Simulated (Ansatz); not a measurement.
# Carrier properties of AlAs under load (space group I-4m2)

Consider the following.

```
CELL_PARAMETERS angstrom
      0.00000     2.80687     2.86755
      2.80687     0.00000     2.86755
      2.80687     2.80687     0.00000
ATOMIC_POSITIONS crystal
  Al 0.00000 0.00000 0.00000
  As 0.25000 0.25000 0.25000
```

Level of theory: PBE with spin-orbit coupling, rigid bands (plane waves, PAW; Ansatz, a program for electronic structure). Condition of this run: biaxial stress in (001) of 1.2 GPa (compression positive) (the target of the relaxation). Cell: cell and atoms relaxed with PBEsol, then loaded as said.

band gap: 1.27 eV
electron conductivity mass (300 K, dilute): 0.39 (x), 0.39 (y), 0.26 (z) mₑ
hole conductivity mass (300 K, dilute): 0.51 (x), 0.51 (y), 0.69 (z) mₑ
effective density of states N_c (300 K): 1.2e19 cm⁻³
effective density of states N_v (300 K): 1.0e19 cm⁻³
density-of-states mass, electrons: 0.62 mₑ
density-of-states mass, holes: 0.56 mₑ
Seebeck coefficient, n-type 1e19 cm⁻³, 300 K: -239 μV/K
best n-type power factor at 300 K for τ = 10 fs (best axis; densities from 1e16 to 1e21 cm⁻³ tried, whether or not they can be reached): 7.3 μW/(cm·K²) at 3e19 cm⁻³
Seebeck coefficient, p-type 1e19 cm⁻³, 300 K: 285 μV/K
best p-type power factor at 300 K for τ = 10 fs (best axis; densities from 1e16 to 1e21 cm⁻³ tried, whether or not they can be reached): 10.5 μW/(cm·K²) at 3e20 cm⁻³

Rigid bands; masses and Seebeck coefficients take one relaxation time τ for all states and one kind of carrier; polarons and phonon drag are left out. Geometry: cell and atoms relaxed with PBEsol.
